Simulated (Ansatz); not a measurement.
Take CdS in the wurtzite structure (space group P6_3mc, No. 186; a = 4.1962 Å, c = 6.8295 Å) as the base.

Level of theory: PBE (Ansatz, a first-principles code), no spin-orbit coupling.

Base values:

| Item | Result |
|---|---|
| Valence-band top at Γ | 0.00, 0.00, -0.04 eV |
| Electron mass | 0.12 mₑ along c, 0.13 mₑ across (at Γ) |

Now apply this change: an isotropic linear strain of +1.37 %, atoms relaxed at fixed cell.

What happens to the valence-band top at Γ?

The valence-band top at Γ (three highest levels, from the VBM) changes from 0.00, 0.00, -0.04 eV to 0.00, 0.00, -0.03 eV.

How does this affect the electron mass?

The electron mass goes from 0.12 mₑ along c, 0.13 mₑ across (at Γ) to 0.11 mₑ along c, 0.12 mₑ across (at Γ).

The levels and masses belong to the bands next to the band gap. Masses are band curvatures over ±0.01 Å⁻¹ around the edge. Whether these cells are dynamically stable was not tested.
